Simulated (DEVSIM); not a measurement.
Structure: abrupt Si n-p junction, at 300 K.

| layer (left to right) | material | thickness (μm) | Nd (cm⁻³) | Na (cm⁻³) | τn (s) | τp (s) |
|---|---|---|---|---|---|---|
| 1 | Si | 21.0 | 5.6e18 | - | 0.00064 | 0.00064 |
| 2 | Si | 2.40 | - | 1.4e17 | 0.00064 | 0.00064 |

Left contact: ohmic. Right contact: ohmic. Voltage is applied to the left contact. Recombination: SRH at mid-gap, radiative. Mobility is constant in doping.

This is a model device: material constants are rounded textbook-type values typed into the input, and sizes, dopings and lifetimes were drawn at random. Values at 300 K; Nc and Nv go as T^1.5, mobilities as T to minus their exponent, the gap by Varshni's rule with the affinity fixed.

| parameter | Si |
|---|---|
| gap (eV) | 1.124 |
| affinity (eV) | 4.05 |
| permittivity | 11.7 |
| Nc (cm⁻³) | 2.86e19 |
| Nv (cm⁻³) | 3.1e19 |
| μn (cm²/Vs) | 1417 |
| μp (cm²/Vs) | 470 |
| T exponent of μn | 2.3 |
| T exponent of μp | 2.2 |
| B (cm³/s) | 4.7e-15 |
| Varshni α (eV/K) | 0.000473 |
| Varshni β (K) | 636 |

Simulated with DEVSIM: 1D drift-diffusion, Boltzmann statistics, complete ionisation; no tunnelling, impact ionisation, image-force lowering or self-heating.

The temperature was swept, all else fixed.

| temperature (K) | potential step across the device at zero bias (V) | dark forward voltage at 1 A/cm² (V) | dark forward voltage at 100 A/cm² (V) |
|---|---|---|---|
| 250 | 0.996 | 0.736 | 0.836 |
| 300 | 0.942 | 0.636 | 0.756 |
| 350 | 0.885 | 0.533 | 0.674 |
| 400 | 0.824 | 0.429 | 0.589 |
| 450 | 0.761 | ___ | ___ |
| 500 | 0.696 | 0.215 | 0.415 |

Task: Fill in the missing entries.

Result: 
- 450, dark forward voltage at 1 A/cm² (V): 0.322
- 450, dark forward voltage at 100 A/cm² (V): 0.503
